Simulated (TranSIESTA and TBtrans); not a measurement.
Device: naphthalene-1,4-diyl held by thiolate S between two Au chains. Leads: straight Au chain, spacing 2.55 Å. Geometry: 20 atoms about the centre moved by SIESTA (PBE, SZP) to a largest force of 0.09 eV/Å, all others as built. Transport runs along z; the first 6 and the last 6 of the 36 atoms are the lead cells, repeated to infinity.

```xyz
36
Lattice="16.986 0.000 0.000 0.000 16.986 0.000 0.000 0.000 51.381" Properties=species:S:1:pos:R:3 pbc="F F T"
Au     8.493     8.493     0.000
Au     8.493     8.493     2.550
Au     8.493     8.493     5.100
Au     8.493     8.493     7.650
Au     8.493     8.493    10.200
Au     8.493     8.493    12.750
Au     8.493     8.493    15.300
Au     8.493     8.493    17.850
Au     8.293     8.494    20.374
S     10.087     9.153    21.605
C      9.185     8.823    23.139
C      9.287     7.544    23.800
C      8.600     7.259    25.034
C      7.772     8.238    25.696
S      6.899     7.836    27.230
C      7.632     9.559    25.039
C      6.778    10.576    25.622
C      6.659    11.855    25.015
C      7.410    12.166    23.814
C      8.235    11.179    23.211
C      8.351     9.857    23.796
H      9.952     6.736    23.302
H      8.697     6.215    25.528
H      6.222    10.249    26.590
H      5.964    12.660    25.474
H      7.328    13.225    23.352
H      8.858    11.341    22.242
Au     8.634     8.635    28.457
Au     8.493     8.493    30.981
Au     8.493     8.493    33.531
Au     8.493     8.493    36.081
Au     8.493     8.493    38.631
Au     8.493     8.493    41.181
Au     8.493     8.493    43.731
Au     8.493     8.493    46.281
Au     8.493     8.493    48.831
```

Run with TranSIESTA and TBtrans (open boundaries, self-consistent; PseudoDojo norm-conserving potentials, scalar-relativistic): PAO.BasisSize DZP, PAO.EnergyShift 0.15 eV, XC.Authors PBE, Mesh.Cutoff 150 Ry, ElectronicTemperature 300 K, TS.Voltage 0.0 eV, TBT.Elecs.Eta 0.001 eV, no spin polarisation.

Energies count from the leads' Fermi level. Transmissions are for one spin of a degenerate pair. The energy step is 0.02 eV; narrower resonances are cut or missed.

| E (eV) | T |
|---|---|
| -0.20 | 0.802 |
| -0.16 | 0.839 |
| -0.12 | 0.899 |
| -0.08 | 0.817 |
| -0.04 | 0.762 |
| 0.00 | 0.741 |
| 0.04 | 0.761 |
| 0.08 | 0.760 |
| 0.12 | 0.756 |
| 0.16 | 0.751 |
| 0.20 | 0.746 |

Problem. Give the zero-bias conductance in μS and the resistance at 300 K.

Solution. At the Fermi level T = 0.741. Averaged with −∂f/∂E over the full grid (kT = 25.9 meV) it is 0.760. With G0 = 2e²/h = 77.48 μS, G = 58.9 μS and R = 1/G = 17.0 kΩ.

Problem. The eigenchannels at the Fermi level transmit 0.741. What Fano factor of the shot noise follows at low temperature and bias?

Solution. F = Σ τ(1 − τ)/Σ τ = 0.192/0.741 = 0.26.

The leads' channel count changes near -0.01 eV, within the thermal window, so values at the Fermi level hang on where that band edge falls. The leads are straight chains one atom wide, held at their spacing: model electrodes, not surfaces. Semilocal functionals put molecular levels too close to the Fermi level and tend to overestimate such conductances.
